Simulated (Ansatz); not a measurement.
Band structure of La3Pb (Pm-3m, 4 atoms in the cell).

```yaml
crystal:
  lattice:
    - [5.03375, 0.00000, 0.00000]
    - [0.00000, 5.03375, 0.00000]
    - [0.00000, 0.00000, 5.03375]
  atoms:
    - { symbol: La, position: [0.50000, 0.50000, 0.00000] }
    - { symbol: La, position: [0.00000, 0.50000, 0.50000] }
    - { symbol: La, position: [0.50000, 0.00000, 0.50000] }
    - { symbol: Pb, position: [0.00000, 0.00000, 0.00000] }
```

Computed with PBEsol, PAW files made with PBE (plane waves; Ansatz, a quantum-chemistry and plane-wave program).

Settings: kpoints.mp_grid.grid = 9 9 9; hamiltonian.xc = pbesol; hamiltonian.pseudopotentials = {kind: paw} (an earlier, softer set of the program's PAW files); scf.occupations.method = fermi_dirac; scf.occupations.width = 0.1 eV; kpoints.band_path.npoints = 8.

The starting cell comes from a database of computed structures (which also holds hypothetical and non-ambient phases and stackings), without a prior relaxation at this level. Its lattice was rescaled by a random factor within 2.5 % of one. Spin-orbit coupling is off.

Levels in eV from the Fermi level, bands 21 to 28:
| point | 21 | 22 | 23 | 24 | 25 | 26 | 27 | 28 |
|---|---|---|---|---|---|---|---|---|
| Γ | -1.09 | -0.97 | -0.97 | -0.97 | 0.05 | 0.05 | 0.05 | 1.40 |
| X | -1.37 | -1.20 | -0.66 | 0.46 | 0.95 | 1.09 | 1.18 | 1.18 |
| M | -1.98 | -0.14 | -0.14 | 0.31 | 0.61 | 1.02 | 1.02 | 1.31 |
| R | -1.18 | -0.51 | -0.51 | -0.51 | 1.25 | 1.30 | 1.30 | 1.30 |

Bands cross the Fermi level along this path, so the cell is metallic at this level.

Keys are those of Ansatz 0.2.
